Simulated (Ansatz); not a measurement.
Take Mg2Ge in the anti-fluorite structure (space group Fm-3m, No. 225; a = 6.3640 Å) as the base. Axes: x, y, z lie along the cube axes.

Calculations: Ansatz (a quantum-chemistry and plane-wave program), PBEsol, PAW, cutoff 420 eV, without spin-orbit coupling, earlier PAW set.

Before the change:

| Quantity | Value |
|---|---|
| Band gap | 0.08 eV |
| Shortest interatomic distance | 2.756 Å |

Now apply this change: uniaxial stress, 3 GPa tension along z; all other stress components relax to zero.

### Question
Estimate the effect on the energy relative to the base.

### Answer
The energy rises by 6.0 meV/atom.

### Question
Estimate the effect on the band gap.

### Answer
The band gap becomes zero (base: 0.08 eV).

### Question
What does the calculation give for the shortest interatomic distance after the change?

### Answer
The shortest interatomic distance grows by 0.019 Å, from 2.756 Å to 2.775 Å.

Load acts through the strain it causes; cell and atoms are relaxed under it. Beyond what the load breaks, stability against distortions was not tested. The final runs are not spin-polarised. A zero or small gap of Mg2Ge can be the functional's error rather than a property of the material.
